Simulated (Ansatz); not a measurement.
Take SiC in the wurtzite structure (space group P6_3mc, No. 186; a = 3.076 Å, c = 5.048 Å) as the base. Axes: x lies along a and z along c of the hexagonal cell.

Computed with Ansatz (a quantum-chemistry and plane-wave program), PBEsol, PAW, cutoff 420 eV, no spin-orbit coupling.

Before the change:

```
Property                             Result
---------------------  --------------------
Pressure                           0.01 GPa
Smallest direct gap                 3.86 eV
Valence-band top at Γ  0.00, 0.00, -0.11 eV
```

Now apply this change: compressive biaxial strain of 4.09 % in the plane normal to [001], as in epitaxy on a mismatched substrate; the out-of-plane cell vector and the atoms relax.

Problem. Predict the new pressure, smallest direct gap and valence-band top at Γ.

Solution. The pressure (mean of the normal stresses, compression positive) increases by 19.277 GPa to 19.28 GPa; the smallest direct gap grows by 0.51 eV to 4.37 eV; the valence-band top at Γ (three highest levels, from the VBM) changes from 0.00, 0.00, -0.11 eV to 0.00, 0.00, -0.77 eV.

Whether these cells are dynamically stable was not tested.
